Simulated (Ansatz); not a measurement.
The parent structure is BeTe in the zinc blende structure (space group F-43m, No. 216; a = 5.6570 Å).

The values are results of Kohn–Sham DFT with the r2SCAN functional, run in Ansatz (a first-principles code) with PAW and 500 eV plane waves, no SOC, not measurements.

Carriers are added at fixed cell with a uniform background; the Fermi–Dirac width is that of 300 K.

One change was made to it. Results:

The Fermi level relative to the doped band's edge (positive inside the band; to 0.05 eV) amounts to +0.40 eV; the gap between the host's bands shrinks by 0.024 eV to 2.35 eV; the gap character is still indirect, Γ → X.

**Question.** What was done to the base?
(A) electrons 1.0×10^22 cm⁻³
(B) electrons 7.0×10^21 cm⁻³
(C) holes 1.0×10^22 cm⁻³
(D) holes 1.5×10^21 cm⁻³
(E) electrons 1.5×10^21 cm⁻³

**Answer.** E, electrons 1.5×10^21 cm⁻³. For comparison, the gap between the host's bands in the other runs: holes 1.0×10^22 cm⁻³ gives 2.66 eV; holes 1.5×10^21 cm⁻³ gives 2.42 eV; electrons 7.0×10^21 cm⁻³ gives 2.27 eV; electrons 1.0×10^22 cm⁻³ gives 2.23 eV.

Charged cell with a jellium background: band edges are those of the host's band count, energies are not comparable with the neutral cell, and many-body gap narrowing is missing. With Te present, leaving out spin-orbit coupling can change the band edges. No phonon test of stability was made.
